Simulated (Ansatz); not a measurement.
**Effect of x(Cu) = 0.5, 4 atoms, I4_1/amd on Al**

Take Al in the fcc (Cu type) structure (space group Fm-3m, No. 225; a = 3.991 Å) as the base.

The other end (x = 1) is Cu in the fcc (Cu type) structure (space group Fm-3m, No. 225): 11.46 Å³/atom, gap zero.

The change: a fraction x = 0.5 of the Al sites is given to Cu, ordered in a cell of 4 atoms (starting symmetry I4_1/amd) and fully relaxed.

Calculations: Ansatz (a first-principles code) r2SCAN, spin-orbit coupling left out, earlier PAW set. Settings: 18×18×18 k-points, 0.05 eV Fermi–Dirac smearing, for the changed cell.

Volume per atom: 13.19 Å³ (base 15.89 Å³)
Density: 5.70 g/cm³ (base 2.82 g/cm³)
Shortest interatomic distance: 2.609 Å (base 2.822 Å)
Band gap: zero (base zero)
Mixing energy: -0.13 eV/atom (to 0.01 eV only: unlike meshes or grids)
Deviation of the volume from the linear (Vegard-type) interpolation: -3.6 %

Each cell is one ordered arrangement of few atoms, which overstates ordering effects compared with a random alloy. Stability against distortions was not tested. All final runs are without spin polarisation.
